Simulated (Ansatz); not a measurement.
Cu3N, response to strain

The reference is Cu₃N (space group Pm-3m, No. 221).

```
Cu3N
1.0
    3.72085     0.00000     0.00000
    0.00000     3.72085     0.00000
    0.00000     0.00000     3.72085
Cu N
3 1
Direct
  0.50000   0.00000   0.00000
  0.00000   0.50000   0.00000
  0.00000   0.00000   0.50000
  0.00000   0.00000   0.00000
```

Strains are applied to the cell and any free atomic positions relax.

All numbers come from plane-wave PAW DFT at the LDA level (Ansatz, a first-principles code, 420 eV), no spin-orbit coupling.

Notes on the quantities. energy relative to the base: free energy F; hole mass: degenerate bands, along [100].

```csv
variant,energy relative to the base,volume per atom,hole mass
base,0 meV/atom,12.88 Å³,–
isotropic strain +0.60 %,+1.9 meV/atom,13.11 Å³,–
isotropic strain +1.80 %,+16 meV/atom,13.59 Å³,"0.11, 0.11, 2.0 mₑ (at R)"
isotropic strain +2.40 %,+29 meV/atom,13.83 Å³,"0.13, 0.13, 2.1 mₑ (at R)"
isotropic strain +3.00 %,+44 meV/atom,14.07 Å³,"0.14, 0.14, 2.1 mₑ (at R)"
```

The levels and masses belong to the bands next to the band gap. Masses are band curvatures over ±0.01 Å⁻¹ around the edge. Stability against distortions was not tested. All final runs are without spin polarisation.
